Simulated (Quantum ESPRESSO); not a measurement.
A user runs Quantum ESPRESSO on YRh₅ (P6/mmm, 6 atoms in the cell) and asks whether the run is sound. The aim is a self-consistent single point with DFT, PBEsol, plane waves, GBRV 1.5 ultrasoft (PBESOL) pseudopotentials.

Cell that was meant: a = 5.1410 Å, b = 5.1410 Å, c = 4.2940 Å, α = 90.00°, β = 90.00°, γ = 120.00°.

Part of the input:

```fortran
  occupations = 'smearing'
  smearing = 'methfessel-paxton'
  degauss = 0.0073499
  nbnd = 43
/
&ELECTRONS
  conv_thr = 1.0d-10
```

Output (repeated stretches shortened):

```
     G-vector sticks info
     --------------------
     sticks:   dense  smooth     PW     G-vecs:    dense   smooth      PW
   [... lines left out ...]
        k(    2) = (   0.0000000   0.0000000   0.1995420), wk =   0.0185185
        k(    3) = (   0.0000000   0.0000000   0.3990840), wk =   0.0185185
   [... 25 lines left out ...]

     Dense  grid:    63983 G-vectors     FFT dimensions: (  60,  60,  48)

     Smooth grid:    22731 G-vectors     FFT dimensions: (  40,  40,  36)

     Initial potential from superposition of free atoms

     starting charge      83.4954, renormalised to      86.0000

     negative rho (up, down):  2.617E-01 0.000E+00
     Self-consistent Calculation

     iteration #  1     ecut=    40.00 Ry     beta= 0.40

     negative rho (up, down):  2.725E-01 0.000E+00

     total energy              =    -947.57689967 Ry
     estimated scf accuracy    <       3.38382140 Ry

     iteration #  2     ecut=    40.00 Ry     beta= 0.40

     negative rho (up, down):  2.706E-01 0.000E+00

     total energy              =    -948.27605003 Ry
     estimated scf accuracy    <       1.61974007 Ry

     iteration #  3     ecut=    40.00 Ry     beta= 0.40

     negative rho (up, down):  2.701E-01 0.000E+00

     total energy              =    -948.47502526 Ry
     estimated scf accuracy    <       0.21935539 Ry

   [... 66 blocks of this kind left out ...]

     iteration # 70     ecut=    40.00 Ry     beta= 0.40

     negative rho (up, down):  2.714E-01 0.000E+00

     total energy              =    -948.55176765 Ry
     estimated scf accuracy    <          1.1E-10 Ry

     iteration # 71     ecut=    40.00 Ry     beta= 0.40

     negative rho (up, down):  2.714E-01 0.000E+00
     End of self-consistent calculation

     the Fermi energy is    19.5490 ev

!    total energy              =    -948.55176765 Ry
     estimated scf accuracy    <          2.8E-11 Ry
     smearing contrib. (-TS)   =       0.00000000 Ry
     internal energy E=F+TS    =    -948.55176765 Ry

     convergence has been achieved in  71 iterations

     negative rho (up, down):  2.714E-01 0.000E+00

     Forces acting on atoms (cartesian axes, Ry/au):

     atom    1 type  1   force =     0.00000000   -0.00000000    0.00000000
   [... zero for the other atoms too ...]

     Total force =     0.000000     Total SCF correction =     0.000000

     negative rho (up, down):  2.714E-01 0.000E+00
          total   stress  (Ry/bohr**3)                   (kbar)     P=      -13.29
  -0.00007938   0.00000000  -0.00000000          -11.68        0.00       -0.00
   0.00000000  -0.00007938   0.00000000            0.00      -11.68        0.00
   0.00000000  -0.00000000  -0.00011225            0.00       -0.00      -16.51

   JOB DONE.
```

Task: Is this run sound? If not, what is wrong?

Result: The run is not sound. The fault is too few bands. The band count has to hold all valence electrons, and a smeared run needs empty bands on top for the tail of the occupations. To fix it, raise the band count or leave it to the default. The run converged in 71 iterations without an error; against the sound input the free energy rises by 33.8 meV/atom and the pressure goes from -1.68 to -1.33 GPa. The full log also holds: “c_bands:  2 eigenvalues not converged” and “c_bands:  1 eigenvalues not converged”.

An input that runs soundly differs in these lines (not the only fix; some lines may just follow from the change or write a value another way):
```diff
-  nbnd = 43
```

With that input, the run converged in 14 iterations: free energy E − TS -12905.9068 eV; Fermi level (on the code's own zero) 17.64 eV; pressure -1.68 GPa (DFT, PBEsol, plane waves, GBRV 1.5 ultrasoft (PBESOL) pseudopotentials).

On the sound input: the starting cell comes from a database of published, mostly measured structures (it also holds non-ambient and calculated ones), without a prior relaxation at this level. Spin polarisation is off.
